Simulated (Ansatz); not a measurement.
## BAs (model structure, started from the GeS type, Pnma, No. 62, 8 atoms in the cell): smallest direct gap on the k points sampled by level of theory

No measured value is used here.

| level (code) | value (eV) | cell (Å³/atom) |
|---|---|---|
| LDA (Ansatz) | (withheld) | 15.51 |
| r²SCAN (Ansatz) | 1.20 | 16.02 |
| r²SCAN+rVV10 (Ansatz) | 1.19 | 15.91 |

Question: What belongs in the gaps?

Answer: 
- LDA (Ansatz, an electronic-structure program), value (eV): 1.05

At these levels the smallest gap is indirect and lower: LDA 0.38, r²SCAN 0.55, r²SCAN+rVV10 0.50 eV. Computed values are for a static lattice. Levels without +SOC have no spin–orbit coupling; where heavier elements are present it shifts gaps, mostly down, and can invert bands.  Each level is taken at its own relaxed cell. Cutoffs differ between the levels. Ansatz's density-functional and Hartree–Fock values are scalar-relativistic unless marked +SOC, with PAW data made under PBE.

A model structure was made by putting elements into a prototype or built by hand; it is no filed structure, need not be a known phase, and can be a saddle point held by its symmetry.
